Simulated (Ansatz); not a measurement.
# monolayer SnS₂: band-edge transport data

Here is the system:

```yaml
crystal:
  lattice:
    - [3.81255, 0.00000, 0.00000]
    - [-1.90628, 3.30176, 0.00000]
    - [0.00000, 0.00000, 18.93629]
  atoms:
    - { symbol: Sn, position: [0.00000, 0.00000, 0.50000] }
    - { symbol: S, position: [0.33333, 0.66667, 0.57602] }
    - { symbol: S, position: [0.66667, 0.33333, 0.42398] }
```

These are PBE with spin-orbit coupling, rigid bands (plane waves, PAW; Ansatz, a first-principles code) values and carry that method's errors. Condition of this run: biaxial strain +3 % with spin-orbit coupling. How the cell was made: cell and atoms relaxed with PBE, then loaded as said.

- band gap: 1.61 eV
- electron conductivity mass (300 K, dilute): 0.43 mₑ
- hole conductivity mass (300 K, dilute): 1.67 mₑ
- effective density of states N_c (300 K): 1.6e13 cm⁻²
- effective density of states N_v (300 K): 1.8e14 cm⁻²
- Seebeck coefficient, n-type 1.9e12 cm⁻², 300 K: -354 μV/K
- Seebeck coefficient, p-type 1.9e12 cm⁻², 300 K: 561 μV/K

Rigid bands; masses and Seebeck coefficients take one relaxation time τ for all states and one kind of carrier; polarons and phonon drag are left out.
